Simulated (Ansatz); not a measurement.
Si in the diamond structure (space group Fd-3m, No. 227)

```cif
data_Si8
_chemical_formula_sum 'Si8'
_space_group_name_H-M_alt 'Fd-3m :1'
_space_group_IT_number 227
_space_group_name_Hall 'F 4d 2 3 -1d'
_cell_length_a 5.44431
_cell_length_b 5.44431
_cell_length_c 5.44431
_cell_angle_alpha 90.000
_cell_angle_beta 90.000
_cell_angle_gamma 90.000
loop_
_atom_site_label
_atom_site_type_symbol
_atom_site_symmetry_multiplicity
_atom_site_Wyckoff_symbol
_atom_site_fract_x
_atom_site_fract_y
_atom_site_fract_z
_atom_site_occupancy
Si1 Si 8 a 0.00000 0.00000 0.00000 1
```
(The calculation used a cell of 2 atoms; values per cell refer to that cell.)

All numbers come from Kohn–Sham DFT with the r2SCAN functional, run in Ansatz (an electronic-structure program) with PAW and 500 eV plane waves, scalar-relativistic without spin-orbit coupling. Γ-centred 10×10×10 mesh, Fermi–Dirac width 0.05 eV.

| Quantity | Value |
|---|---|
| Volume per atom | 20.17 Å³ |
| Density | 2.31 g/cm³ |
| Band gap | 0.78 eV, indirect, Γ → Γ–X (87 % along) |
| Electron mass | 0.91 mₑ along k, 0.19 mₑ across |
| Hole mass (degenerate bands, along [100]) | 0.17, 0.25, 0.25 mₑ |
| Lowest conduction-band minima above the VBM | a point along ⟨100⟩, about 1.0 Å⁻¹ from Γ 0.78 eV; L along ⟨111⟩ 1.84 eV |
| Total energy | -639.066 eV/atom (σ→0; compares only within this code and set-up) |

Effective masses come from finite differences of ±0.01 Å⁻¹. Along k means along the line from Γ to the band edge. Whether these cells are dynamically stable was not tested.
